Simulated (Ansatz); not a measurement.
Start from MgO in the rock salt structure (space group Fm-3m, No. 225; a = 4.159 Å). Axes: x, y, z lie along the cube axes.

Calculations: LDA (Ansatz, a first-principles code; PAW; 420 eV plane waves; no spin-orbit coupling).

Before the change:

| Item | Result |
|---|---|
| Volume per atom | 8.99 Å³ |
| Electron mass | 0.36 mₑ (at Γ) |

It is then changed as follows: compressive biaxial strain of 2.08 % in the plane normal to [111], as in epitaxy on a mismatched substrate; the out-of-plane cell vector and the atoms relax.

Problem. What does the calculation give for the energy relative to the base after the change?

Solution. The energy rises by 11 meV/atom.

Problem. How does this affect the volume per atom?

Solution. The volume per atom decreases by 0.30 Å³ to 8.69 Å³.

Problem. Estimate the effect on the electron mass.

Solution. The electron mass changes from 0.36 mₑ (at Γ) to 0.36 mₑ out of plane, 0.38 mₑ in plane (at Γ).

The levels and masses belong to the bands next to the band gap. Effective masses come from finite differences of ±0.01 Å⁻¹. No phonon test of stability was made.
